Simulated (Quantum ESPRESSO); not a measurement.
Worked example: self-consistent single point of MoPd (R-3m, 2 atoms in the cell) in Quantum ESPRESSO.

Method: LDA (PZ), GBRV 1.5 ultrasoft (LDA) pseudopotentials (plane waves; Quantum ESPRESSO 7.5).

```xyz
2
Lattice="1.3877 -0.8012 4.6448 0.0000 1.6023 4.6448 -1.3877 -0.8012 4.6448" Properties=species:S:1:pos:R:3 pbc="T T T"
Mo     0.0000     0.0000     0.0000
Pd     0.0000     0.0000     6.9672
```

Reference input (self-consistent single point, DFT, PBEsol, plane waves, GBRV 1.5 ultrasoft (PBESOL) pseudopotentials): ecutwfc = 40 Ry; ecutrho = 320 Ry; occupations = smearing; smearing = gauss; degauss = 0.0036749 Ry; potentials = {Mo: mo_pbesol_v1.uspp.F.UPF, Pd: pd_pbesol_v1.4.uspp.F.UPF}; K_POINTS = automatic 14 14 14 0 0 0; conv_thr = 1e-09 Ry. This run's input differs from it in these lines:

```diff
@@ -24,4 +24,4 @@
 ATOMIC_SPECIES
-Mo    95.9500  mo_pbesol_v1.uspp.F.UPF
-Pd   106.4200  pd_pbesol_v1.4.uspp.F.UPF
+Mo    95.9500  mo_lda_v1.uspp.F.UPF
+Pd   106.4200  pd_lda_v1.4.uspp.F.UPF
 ATOMIC_POSITIONS crystal
```

Output, abridged:

```
     Self-consistent Calculation

     iteration #  1     ecut=    40.00 Ry     beta= 0.70

     negative rho (up, down):  7.122E-02 0.000E+00

     total energy              =    -333.55613424 Ry
     estimated scf accuracy    <       6.21956184 Ry

     iteration #  2     ecut=    40.00 Ry     beta= 0.70

     negative rho (up, down):  7.554E-02 0.000E+00

     total energy              =    -336.02820249 Ry
     estimated scf accuracy    <      33.24658720 Ry

     iteration #  3     ecut=    40.00 Ry     beta= 0.70

     negative rho (up, down):  7.606E-02 0.000E+00

     total energy              =    -338.14213383 Ry
     estimated scf accuracy    <       2.92981584 Ry

   [... 8 blocks of this kind left out ...]

     iteration # 12     ecut=    40.00 Ry     beta= 0.70

     negative rho (up, down):  7.576E-02 0.000E+00

     total energy              =    -338.28100838 Ry
     estimated scf accuracy    <       0.00000001 Ry

     iteration # 13     ecut=    40.00 Ry     beta= 0.70

     negative rho (up, down):  7.576E-02 0.000E+00
     End of self-consistent calculation

     Number of k-points >= 100: set verbosity='high' to print the bands.

     the Fermi energy is    19.5218 ev

!    total energy              =    -338.28100838 Ry
     estimated scf accuracy    <          1.6E-10 Ry
     smearing contrib. (-TS)   =      -0.00016795 Ry
     internal energy E=F+TS    =    -338.28084043 Ry

     convergence has been achieved in  13 iterations

     negative rho (up, down):  7.576E-02 0.000E+00

     Forces acting on atoms (cartesian axes, Ry/au):

     atom    1 type  1   force =    -0.00000000    0.00000000   -0.00000000
     atom    2 type  2   force =     0.00000000   -0.00000000    0.00000000

     Total force =     0.000000     Total SCF correction =     0.000000

     negative rho (up, down):  7.576E-02 0.000E+00
          total   stress  (Ry/bohr**3)                   (kbar)     P=     -149.69
  -0.00102056   0.00000000  -0.00000000         -150.13        0.00       -0.00
  -0.00000000  -0.00102056  -0.00000000           -0.00     -150.13       -0.00
  -0.00000000  -0.00000000  -0.00101166           -0.00       -0.00     -148.82

   JOB DONE.
```

The run converged in 13 iterations. Against the reference run the pressure goes from -10.12 to -14.97 GPa.

The starting cell comes from a database of computed structures (which also holds hypothetical and non-ambient phases and stackings), without a prior relaxation at this level. Spin polarisation is off. With a pressure of about -15 GPa the cell is away from its equilibrium volume at this level.

Cost on one core of a shared machine: roughly 2 min.
